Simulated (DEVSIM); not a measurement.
**abrupt Si n-p junction**

System: abrupt Si n-p junction, at 300 K.

```
layer (left to right)  material  thickness (μm)  Nd (cm⁻³)  Na (cm⁻³)  τn (s)  τp (s)
---------------------  --------  --------------  ---------  ---------  ------  ------
1                            Si            3.40     1.2e19          -  7.7e-6  2.3e-5
2                            Si             160          -     1.8e17  7.7e-6  7.7e-6
```

Left contact: ohmic. Right contact: ohmic. Voltage is applied to the left contact. Recombination: SRH at mid-gap, radiative. Mobility is constant in doping.

The device is made up for the run: typed textbook-type constants, with dimensions and the other settings drawn at random. Values at 300 K.

| parameter | Si |
|---|---|
| gap (eV) | 1.124 |
| affinity (eV) | 4.05 |
| permittivity | 11.7 |
| Nc (cm⁻³) | 2.86e19 |
| Nv (cm⁻³) | 3.1e19 |
| μn (cm²/Vs) | 1417 |
| μp (cm²/Vs) | 470 |
| B (cm³/s) | 4.7e-15 |

Simulated with DEVSIM: 1D drift-diffusion, Boltzmann statistics, complete ionisation; no tunnelling, impact ionisation, image-force lowering or self-heating.

```
Property                                            Result
---------------------------------------------  -----------
Potential step across the device at zero bias      0.968 V
Largest field in the device at zero bias       270000 V/cm
Dark forward voltage at 1 A/cm²                    0.741 V
Dark forward voltage at 100 A/cm²                  0.889 V
```

Dark forward current:

| V (V) | J (A/cm²) |
|---|---|
| -0.10 | -4.2e-10 |
| -0.20 | -4.2e-9 |
| -0.25 | -1.5e-8 |
| -0.35 | -3.4e-7 |
| -0.40 | -2.1e-6 |
| -0.50 | -9.2e-5 |
| -0.60 | -0.0043 |
| -0.65 | -0.030 |
| -0.75 | -1.4 |
| -0.85 | -40 |
| -0.90 | -130 |
| -1.00 | -620 |
| -1.05 | -1100 |
| -1.15 | -2400 |
